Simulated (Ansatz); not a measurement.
Fluorite HfO2 (high-temperature phase)

Level of theory: PBE-D4 (Ansatz, a quantum-chemistry and plane-wave program, PAW).

Settings: plane-wave cutoff 500 eV, 14×14×14 k mesh, gaussian smearing 0.02 eV, scalar-relativistic PAW data made under PBE.

Cell: relaxed at this level.

```yaml
volume_per_atom: 10.89 Å³/atom
lattice_constant_a: 5.075 Å
band_gap: 3.78 eV (on the SCF k mesh)
```

Note: symmetry holds this phase in the static calculation, where it need not be a minimum; held by symmetry at 0 K, a high-temperature phase can be a saddle point.

Spin–orbit coupling is not included.
